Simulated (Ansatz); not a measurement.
A periodic model of amorphous germanium selenide (Ge18Se42):

```xyz
60
Lattice="12.8320 -0.5353 -0.4628 -0.5353 12.6205 -0.1149 -0.4628 -0.1149 10.9235" Properties=species:S:1:pos:R:3 pbc="T T T"
Ge     2.4144     5.5125     5.6875
Ge     2.5679    12.0919     3.8276
Ge     7.1894     1.5842     5.5871
Ge     7.8939     2.8587     8.7631
Ge     6.1887     8.7785     1.0746
Ge     5.5792     6.3624     3.4839
Ge     6.7451     8.1366     6.7421
Ge     3.9325     2.1926     1.5291
Ge    11.2280     4.4461     9.1734
Ge     3.3616     8.3774     8.7966
Ge     4.3657     2.7715     7.1055
Ge     5.7112    -0.2262     1.4925
Ge    10.5986     1.3252     7.0617
Ge    12.1050    11.5900     1.6317
Ge     9.9965     9.7715     7.1827
Ge     0.2011     9.7837     4.1501
Ge    10.6812     1.0528    10.4352
Ge     0.1203     8.0775     8.6542
Se    11.4186     4.8883     6.8007
Se     7.1595     5.5916     1.8028
Se     0.2047     5.8065     4.5505
Se     7.9346     7.2902     8.6450
Se     1.5480     9.9169     9.2912
Se    11.4558     7.9686     6.3268
Se     4.9200    11.7487     3.7027
Se     3.3622     4.3642     0.7402
Se    11.4862    11.5783     7.1124
Se    11.2714    11.5166    10.1834
Se    10.1697    -0.1339     5.1031
Se     6.7087    10.9709     0.2155
Se     5.1808     8.7166     3.2683
Se     8.2798     7.6445     1.5103
Se     8.5973     0.5689     9.2356
Se     6.3536     2.0858     1.6801
Se     1.3950    11.2636     5.7073
Se     9.1018     9.2456     9.3619
Se     4.4039     7.1866    10.5898
Se     4.6662     9.4351     7.1351
Se    11.9859     6.5413    10.1526
Se     6.2603     5.9707     5.7743
Se     3.4212     5.2416     2.9873
Se    10.5194     1.5382     1.7554
Se    -0.3318     3.0221    10.1706
Se     2.0306     3.3025     6.8761
Se    12.0560     2.9143     5.6311
Se     3.6847     0.1882     0.2284
Se     8.4225     0.8282     3.7248
Se     1.1451     7.7056     3.4169
Se     8.1203     9.8001     5.6457
Se     0.0253     1.8130     2.9363
Se     1.3933    10.7794     2.1157
Se     5.6216     3.5218     9.0571
Se     6.4739    -0.1422     7.1677
Se     9.0579     4.3227    10.2415
Se     1.8884     6.4835     8.1528
Se     8.6779     3.2527     6.5302
Se     5.4127     2.9926     4.9508
Se     4.1638     0.3534     7.2918
Se     2.7004     1.8232     3.6364
Se    10.8553     9.9823     2.9363
```

Method: PBE-D3(BJ), scalar-relativistic without spin-orbit coupling, PAW (Ansatz default set, large-core Se) (plane waves to 420 eV; Ansatz, a first-principles code).

Preparation: random packing, a CHGNet melt and quench, and a DFT relaxation. The hot cell started wider than the set density and was brought back towards it in steps. It is the lowest in DFT energy of 3 quenches. It is a model cell: composition and starting density were chosen by hand, and all elements were melted together. The geometry includes D3(BJ) dispersion. Its density started from a set value of 4.40 and ended at 4.36 g/cm³. The simulated quench (nominally 96 K/ps over its main leg) is rapid and tends to freeze in more defects than a deposited or slowly cooled glass has. A cell of this size samples the disorder only roughly. Volume and shape were free in the relaxation.

Cut-offs for bonds: Ge-Ge 2.85 Å, Ge-Se 2.92 Å, Se-Se 2.76 Å.

Task: Give the coordination numbers, mean bond lengths and angles.

Result: 
```yaml
Mean coordination of Ge: 4.00 (18 with 4)
Mean coordination of Se: 2.10 (38 with 2, 4 with 3)
Mean Ge-Se bond: 2.446 Å (spread 0.094 Å, 72 counted)
Mean Se-Se bond: 2.399 Å (spread 0.031 Å, 8 counted)
Bond angle at Ge: mean 108.5°, spread 12.6°
Bond angle at Se: mean 97.9°, spread 12.9°
```

Task: Which atoms depart from the most common coordination of their element?

Result: Se41 has 3 (Se26 2.41 Å, Ge6 2.48 Å, Ge1 2.89 Å); Se51 has 3 (Ge2 2.46 Å, Ge14 2.51 Å, Ge16 2.56 Å); Se55 has 3 (Ge18 2.43 Å, Ge10 2.48 Å, Ge1 2.70 Å); Se56 has 3 (Ge4 2.40 Å, Ge3 2.43 Å, Ge13 2.77 Å).

Task: What Bader charges do the atoms carry, from a run on one k-point at (1/4, 1/4, 1/4)?

Result: Means (range): Ge +0.84 e (+0.65 to +0.91), Se -0.36 e (-0.49 to -0.15).
```csv
atom,charge (e)
Ge1,+0.66
Ge2,+0.89
Ge3,+0.85
Ge4,+0.90
Ge5,+0.89
Ge6,+0.83
Ge7,+0.82
Ge8,+0.88
Ge9,+0.86
Ge10,+0.88
Ge11,+0.81
Ge12,+0.90
Ge13,+0.65
Ge14,+0.85
Ge15,+0.90
Ge16,+0.82
Ge17,+0.86
Ge18,+0.91
Se19,-0.19
Se20,-0.22
Se21,-0.24
Se22,-0.25
Se23,-0.47
Se24,-0.46
Se25,-0.41
Se26,-0.21
Se27,-0.48
Se28,-0.43
Se29,-0.26
Se30,-0.43
Se31,-0.43
Se32,-0.19
Se33,-0.42
Se34,-0.46
Se35,-0.38
Se36,-0.22
Se37,-0.45
Se38,-0.47
Se39,-0.45
Se40,-0.45
Se41,-0.23
Se42,-0.30
Se43,-0.46
Se44,-0.43
Se45,-0.23
Se46,-0.45
Se47,-0.27
Se48,-0.24
Se49,-0.40
Se50,-0.15
Se51,-0.47
Se52,-0.46
Se53,-0.17
Se54,-0.49
Se55,-0.46
Se56,-0.45
Se57,-0.47
Se58,-0.25
Se59,-0.36
Se60,-0.44
```
